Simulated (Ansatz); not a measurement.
Start from FeS2 (space group Pnnm, No. 58; non-magnetic).

```
FeS2
1.0
    4.36746     0.00000     0.00000
    0.00000     5.33315     0.00000
    0.00000     0.00000     3.34448
Fe S
2 4
Direct
  0.50000   0.50000   0.50000
  0.00000   0.00000   0.00000
  0.70718   0.87440   0.50000
  0.20718   0.62560   0.00000
  0.79282   0.37440   0.00000
  0.29282   0.12560   0.50000
```

Computed with PBEsol, PAW, 420 eV (Ansatz, an electronic-structure program; spin-orbit coupling left out), earlier PAW set.

One change was made to it. Results:

```json
[
 {"quantity": "shortest interatomic distance", "base": "219.2 pm", "after": "216.3 pm"},
 {"quantity": "gap character", "base": "indirect, k = (3/8, 0, 0) in the run's primitive reciprocal basis → T", "after": "indirect, k = (3/8, 0, 0) in the run's primitive reciprocal basis → T"},
 {"quantity": "band gap", "base": "0.91 eV", "after": "1.01 eV"},
 {"quantity": "width of the top valence band", "base": "1.06 eV", "after": "1.18 eV"}
]
```

Task: Name the change that was made.
A. pressure 0.3 GPa
B. pressure −1 GPa
C. pressure 3 GPa
D. pressure 7.5 GPa
E. pressure 1.5 GPa

Result: D, pressure 7.5 GPa. For comparison, the band gap in the other runs: pressure 3 GPa gives 0.95 eV; pressure 0.3 GPa gives 0.92 eV; pressure −1 GPa gives 0.90 eV; pressure 1.5 GPa gives 0.93 eV.

Load acts through the strain it causes; cell and atoms are relaxed under it. No phonon test of stability was made. No other phases were tried under pressure. Starting moments died away, wholly or in part, for the base; another magnetic solution may exist. The final runs are not spin-polarised.
